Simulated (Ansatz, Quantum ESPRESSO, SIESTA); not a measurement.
Code comparison for CuPt7 (Fm-3m, 8 atoms in the cell)

Self-consistent single point.

```yaml
crystal:
  lattice:
    - [0.00000, 3.99859, 3.99859]
    - [3.99859, 0.00000, 3.99859]
    - [3.99859, 3.99859, 0.00000]
  atoms:
    - { symbol: Cu, position: [0.50000, 0.50000, 0.50000] }
    - { symbol: Pt, position: [0.00000, 0.00000, 0.00000] }
    - { symbol: Pt, position: [0.00000, 0.50000, 0.00000] }
    - { symbol: Pt, position: [0.50000, 0.00000, 0.00000] }
    - { symbol: Pt, position: [0.50000, 0.00000, 0.50000] }
    - { symbol: Pt, position: [0.00000, 0.50000, 0.50000] }
    - { symbol: Pt, position: [0.00000, 0.00000, 0.50000] }
    - { symbol: Pt, position: [0.50000, 0.50000, 0.00000] }
```

Shared settings, as Ansatz (an electronic-structure program) writes them: kpoints.mp_grid.grid = 7 7 7; scf.occupations.method = gaussian; scf.occupations.width = 0.0073 Ry. Potentials and cutoffs stand in the table.

```
code                                                                                                                                 model  pressure (GPa)       cutoff
----------------  ------------------------------------------------------------------------------------------------------------------------  --------------  -----------
SIESTA            LDA PW92, numerical atomic orbitals DZP, PseudoDojo LDA standard norm-conserving potentials (rewritten from UPF to PSML)          -24.56  grid 400 Ry
Quantum ESPRESSO                                                                       LDA (PZ), GBRV 1.5 ultrasoft (LDA) pseudopotentials          -24.60        50 Ry
Ansatz                                                                                                 LDA (PW92), PAW files made with PBE          -24.13      30.9 Ry
```

On Ansatz's run: spin-orbit coupling is off. Spin polarisation is off.

The spread over the programs that give each value: pressure within 0.47 GPa.

SIESTA uses small atom-centred bases, whose incompleteness enters pressures, forces and empty levels differently from a plane-wave cutoff. Ansatz's pressure is given at a fixed set of plane waves, as the other plane-wave codes print theirs; with its correction for the finite basis it is -24.08 GPa. The same LDA comes in different parametrisations, which differ slightly.

The starting cell comes from a database of computed structures (which also holds hypothetical and non-ambient phases and stackings), without a prior relaxation at this level. Its lattice was rescaled by a random factor within 2.5 % of one.

Keys are those of Ansatz 0.2.
